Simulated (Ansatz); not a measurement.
The reference is BN in the h-BN type structure (space group P6_3/mmc, No. 194; a = 2.5006 Å, c = 6.5258 Å; layered, stacked along the Cartesian z axis).

Levels (all Ansatz, a quantum-chemistry and plane-wave program, PAW): r2SCAN+rVV10 (500 eV, spin-orbit coupling left out); HSE06 (420 eV, no spin-orbit coupling).

The geometry is relaxed with r2SCAN+rVV10.

```
Quantity                Result
---------------------  -------
r2SCAN+rVV10 band gap  4.74 eV
```

With HSE06 at the same geometry, the band gap increases by 0.78 eV (4.74 eV → 5.52 eV).

Single points use the geometry relaxed with r2SCAN+rVV10. HSE06 gaps are upper bounds (no full band path). No phonon test of stability was made.
